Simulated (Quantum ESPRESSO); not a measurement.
Troubleshooting Quantum ESPRESSO: a failed run on K3AuF6 (Fm-3m, 10 atoms in the cell). The aim is a self-consistent single point with DFT, PBEsol, plane waves, PseudoDojo standard norm-conserving (PBESOL) pseudopotentials.

Cell that was meant: a = 6.4352 Å, b = 6.4352 Å, c = 6.4352 Å, α = 60.00°, β = 60.00°, γ = 60.00°.

Part of the input:

```fortran
F     0.70710678    0.32666919    0.70710678
F     0.70710678    1.08754437    0.70710678
F     0.70710678    0.70710678    0.32666919
F1     0.70710678    0.70710678    1.08754437
K_POINTS {automatic}
3 3 3  0 0 0
```

Output, abridged:

```
     This program is part of the open-source Quantum ESPRESSO suite
     for quantum simulation of materials; please cite

 %%%%%%%%%%%%%%%%%%%%%%%%%%%%%%%%%%%%%%%%%%%%%%%%%%%%%%%%%%%%%%%%%%%%%%%%%%%%%%
     Error in routine read_cards (10):
     species F1 in ATOMIC_POSITIONS is nonexistent
 %%%%%%%%%%%%%%%%%%%%%%%%%%%%%%%%%%%%%%%%%%%%%%%%%%%%%%%%%%%%%%%%%%%%%%%%%%%%%%

     stopping ...
```

Q: From the messages shown, name the fault and mend the input.

A: The fault is an atom label that is not in the list of species. Labels in the positions must match the species card. To fix it, correct the label. The program stopped before any SCF iteration.

An input that runs soundly differs in these lines (not the only fix; some lines may just follow from the change or write a value another way):
```diff
-F1     0.70710678    0.70710678    1.08754437
+F     0.70710678    0.70710678    1.08754437
```

With that input, the run converged in 14 iterations: free energy E − TS -10476.1685 eV; top of the valence band (on the code's own zero) 3.69 eV; gap on the k-point mesh 0.82 eV; pressure -0.19 GPa; largest force (vector length) 0.027 eV/Å (DFT, PBEsol, plane waves, PseudoDojo standard norm-conserving (PBESOL) pseudopotentials).

On the sound input: the starting cell comes from a database of computed structures (which also holds hypothetical and non-ambient phases and stackings), without a prior relaxation at this level. Its lattice was rescaled by a random factor within 2.5 % of one. Spin-orbit coupling is off. With one magnetic atom in the cell only a parallel order is possible.
